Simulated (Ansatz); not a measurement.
Reference: MgO (Fm-3m), r2SCAN, rigid bands (plane waves, PAW, scalar-relativistic; Ansatz, a program for electronic structure); axes and stresses refer to this cell.

```
CELL_PARAMETERS angstrom
      0.00000     2.10378     2.10378
      2.10378     0.00000     2.10378
      2.10378     2.10378     0.00000
ATOMIC_POSITIONS crystal
  Mg 0.00000 0.00000 0.00000
  O  0.50000 0.50000 0.50000
```

The hole conductivity mass is 2.3 mₑ and the electron conductivity mass is 0.37 mₑ. The Seebeck coefficient, p-type 1e19 cm⁻³ comes out as 506 μV/K.

### Question
Change: uniaxial stress along [111] of 1 GPa (compression positive). What happens to hole conductivity mass, electron conductivity mass, Seebeck coefficient, p-type 1e19 cm⁻³?

### Answer
hole conductivity mass shrinks to 2.2 mₑ; electron conductivity mass moves little, to 0.37 mₑ; Seebeck coefficient, p-type 1e19 cm⁻³ moves little, to 497 μV/K.

### Question
Change: uniaxial stress along [111] of 2 GPa (compression positive). What happens to hole conductivity mass, electron conductivity mass, Seebeck coefficient, p-type 1e19 cm⁻³?

### Answer
hole conductivity mass drops to 2.0 mₑ; electron conductivity mass moves little, to 0.38 mₑ; Seebeck coefficient, p-type 1e19 cm⁻³ falls to 475 μV/K.

Masses are for dilute carriers at 300 K, harmonic means over directions unless an axis is named. Seebeck coefficients are for the stated density at 300 K, with one relaxation time for all states and whether or not that doping can be reached. Spin-orbit coupling is left out unless a row names it. Stresses and pressures are the targets of the relaxation.  The structure type is held under load, also where the real crystal would transform.
